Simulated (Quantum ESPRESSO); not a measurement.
Worked example: relaxation of the atoms of MgTl (P4mm, 2 atoms in the cell) in Quantum ESPRESSO.

Computed with LDA (PW92), PseudoDojo standard norm-conserving (LDA) pseudopotentials (plane waves; Quantum ESPRESSO).

Input as run:

```fortran
&control
    calculation = 'relax',
    prefix = 'pwscf',
    outdir = './out',
    pseudo_dir = './',
    forc_conv_thr = 7.8e-03,
/
&system
    ibrav = 0,
    nat = 2,
    ntyp = 2,
    ecutwfc = 85,
    occupations = 'smearing',
    smearing = 'gauss',
    degauss = 0.0073499,
/
&electrons
    conv_thr = 1.0e-11,
/
&ions
/
ATOMIC_SPECIES
Mg    24.3050  Mg.upf
Tl   204.3800  Tl.upf
ATOMIC_POSITIONS alat
Mg    0.0000000000    0.0000000000    0.0414410000
Tl    0.5000000000    0.5000000000    0.5000000000
K_POINTS automatic
7 7 7  0 0 0
CELL_PARAMETERS angstrom
   3.6196110000     0.0000000000     0.0000000000
   0.0000000000     3.6196110000     0.0000000000
   0.0000000000     0.0000000000     3.6196110000
```

Output (repeated stretches shortened):

```
     Self-consistent Calculation

     iteration #  1     ecut=    85.00 Ry     beta= 0.70

     Threshold (ethr) on eigenvalues was too large:
     Diagonalizing with lowered threshold

     total energy              =    -239.92039569 Ry
     estimated scf accuracy    <       0.02338915 Ry

     iteration #  2     ecut=    85.00 Ry     beta= 0.70

     total energy              =    -239.92371418 Ry
     estimated scf accuracy    <       0.00127292 Ry

     iteration #  3     ecut=    85.00 Ry     beta= 0.70

     total energy              =    -239.92399883 Ry
     estimated scf accuracy    <       0.00017051 Ry

   [... 4 blocks of this kind left out ...]

     iteration #  8     ecut=    85.00 Ry     beta= 0.70

     total energy              =    -239.92403562 Ry
     estimated scf accuracy    <          4.4E-11 Ry

     iteration #  9     ecut=    85.00 Ry     beta= 0.70
     End of self-consistent calculation

     the Fermi energy is     9.2635 ev

!    total energy              =    -239.92403562 Ry
     estimated scf accuracy    <          1.8E-12 Ry
     smearing contrib. (-TS)   =      -0.00011117 Ry
     internal energy E=F+TS    =    -239.92392445 Ry

     convergence has been achieved in   9 iterations

     Forces acting on atoms (cartesian axes, Ry/au):

     atom    1 type  1   force =     0.00000000    0.00000000   -0.00867757
     atom    2 type  2   force =     0.00000000    0.00000000    0.00867757

     Total force =     0.012272     Total SCF correction =     0.000003

     BFGS Geometry Optimization
     Energy error            =      1.5E-04 Ry
     Gradient error          =      8.7E-03 Ry/Bohr

     number of scf cycles    =   1
     number of bfgs steps    =   0

   [... lines left out ...]
     the Fermi energy is     9.2651 ev
!    total energy              =    -239.92526564 Ry
     Total force =     0.000001     Total SCF correction =     0.000000
     bfgs converged in   8 scf cycles and   7 bfgs steps
   [... lines left out ...]
     (criteria: energy <  1.0E-04 Ry, force <  7.8E-03 Ry/Bohr)

     End of BFGS Geometry Optimization

     Final energy             =    -239.9252656411 Ry

     File ./out/pwscf.bfgs deleted, as requested
Begin final coordinates

ATOMIC_POSITIONS (alat)
Mg               0.0000000000        0.0000000000        0.0207219041
Tl               0.5000000000        0.5000000000        0.5207190959
End final coordinates

   JOB DONE.
```

The run converged.  The full log also holds: “WARNING: bfgs curvature condition failed, Theta= 0.852”. The full log also holds: “SCF correction compared to forces is large: reduce conv_thr to get better values”.

Summary of the result:
* **Free energy E − TS**: -3264.3495 eV
* **Fermi level (on the code's own zero)**: 9.27 eV
* **Relaxation steps**: 7

The starting cell comes from a database of computed structures (which also holds hypothetical and non-ambient phases and stackings), without a prior relaxation at this level. Its lattice was rescaled by up to half a per cent. For this run, on top of that: one atom moved by 0.15 angstrom. The relaxation keeps the symmetry of its start, so its end need not be a minimum.

Cost on one core of a shared machine: roughly 6 min.
